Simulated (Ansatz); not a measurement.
Input and output of a self-consistent single point for Sr₂GaSi (Amm2, 4 atoms in the cell) (Ansatz, a quantum-chemistry and plane-wave program).

Method of the run: LDA (PW92), harder PAW files (source: ansatz) made with PBE (plane waves; Ansatz).

```xyz
4
Lattice="4.2436 0.0000 0.0000 0.0000 2.3685 5.9091 0.0000 -2.3685 5.9091" Properties=species:S:1:pos:R:3 pbc="T T T"
Sr     2.1218     0.0000     7.6047
Sr     0.0000     0.0000     4.2401
Ga     2.1218     0.0000    11.0902
Si     0.0000     0.0000     0.7515
```

Reference input (self-consistent single point, DFT, LDA (PW92), plane waves, default PAW files made with PBE): basis.ecutwfc = 30.9 Ry; kpoints.mp_grid.grid = 5 5 5; hamiltonian.xc = lda; hamiltonian.pseudopotentials = {kind: paw} (the program's default PAW files); scf.occupations.method = gaussian; scf.occupations.width = 0.0073 Ry. This run's input differs from it in these lines:

Ansatz 0.2 input:
```diff
@@ -11,3 +11,3 @@
 basis:
-  ecutwfc: 30.9 Ry
+  ecutwfc: 33.8 Ry
 kpoints:
@@ -19,2 +19,3 @@
     kind: paw
+    source: ansatz
 scf:
```

Output, abridged:

```
SCF iter   1: F=—  HF=-15805.098095 eV  |F-HF|=—  |Δ(HF+E_count)|=         —  Δρ=2.69e-1  dr2=2.91e1  ethr=3.10e-3  ⟨swp⟩=8.0  Hψ=3767  notcnv=0
all-band conjugate gradients solve this SCF's bands
preconditioner: auto → Kerker (q_TF=auto, 2.321 Å⁻¹)
SCF iter   2: F=—  HF=-15796.101727 eV  |F-HF|=—  |Δ(HF+E_count)|=    9.00e0  Δρ=6.04e-2  dr2=1.64e0  ethr=3.10e-3  ⟨swp⟩=4.0  Hψ=2173  notcnv=0  defer=5
   [... lines left out ...]
SCF iter   7: F=—  HF=-15795.851210 eV  |F-HF|=—  |Δ(HF+E_count)|=   5.32e-4  Δρ=3.03e-4  dr2=7.25e-5  ethr=4.32e-6  ⟨swp⟩=2.0  Hψ=964  notcnv=0  defer=5
SCF iter   8: F=—  HF=-15795.851206 eV  |F-HF|=—  |Δ(HF+E_count)|=   4.19e-6  Δρ=1.87e-5  dr2=9.17e-7  ethr=1.61e-7  ⟨swp⟩=2.0  Hψ=1012  notcnv=0  defer=5
SCF iter   9: F=—  HF=-15795.851206 eV  |F-HF|=—  |Δ(HF+E_count)|=   6.68e-8  Δρ=7.31e-6  dr2=1.00e-7  ethr=2.22e-10  ⟨swp⟩=10.0  Hψ=3777  notcnv=0
SCF iter  10: F=-15795.851206 eV  HF=-15795.851206 eV  |F-HF|=2.06e-9  |Δ(HF+E_count)|=   2.04e-8  Δρ=1.53e-6  dr2=5.77e-9  ethr=2.22e-10  ⟨swp⟩=4.1  Hψ=2179  notcnv=0
SCF 1 converged in 10 iterations: F = -15795.851206 eV  dr2 = 5.77e-9
Free energy (F): -15795.851206 eV
Internal energy: -15795.840801 eV  (E = F + TS)
E sigma→0 (E₀):  -15795.846003 eV
Entropy (-TS):   -0.010405 eV (-2.601 meV/atom)
Fermi energy:    7.250712 eV
--- Forces (eV/Å), atoms counted from 1 ---
  atom   1  Sr     0.00000000     0.00000000    -0.29237960
  atom   2  Sr     0.00000000     0.00000000     0.22185911
  atom   3  Ga     0.00000000     0.00000000     0.21850230
  atom   4  Si     0.00000000     0.00000000    -0.14796248
--- Stress (GPa, compression-positive) ---
       -4.129505       0.000000       0.000000
        0.000000      -4.150693       0.000000
        0.000000       0.000000      -3.888323
  P = ⅓ Tr σ = -4.0562 GPa (-40.562 kbar)
  The stress holds the Pulay correction. Without it, at fixed plane waves, as pw.x and ABINIT print it: P = -322.4052 GPa
```

The run converged in 10 iterations. Against the reference run the pressure goes from -3.19 to -4.06 GPa and the largest force goes from 0.264 to 0.292 eV/Å.

The starting cell comes from a database of computed structures (which also holds hypothetical and non-ambient phases and stackings), without a prior relaxation at this level. Its lattice was rescaled by up to half a per cent. One atom was moved a little off its site on purpose. Ansatz's pressure includes its estimate of the finite-basis (Pulay) stress. Without the estimate this run gives -322.41 GPa. The cutoff lies below the one recommended for these files.
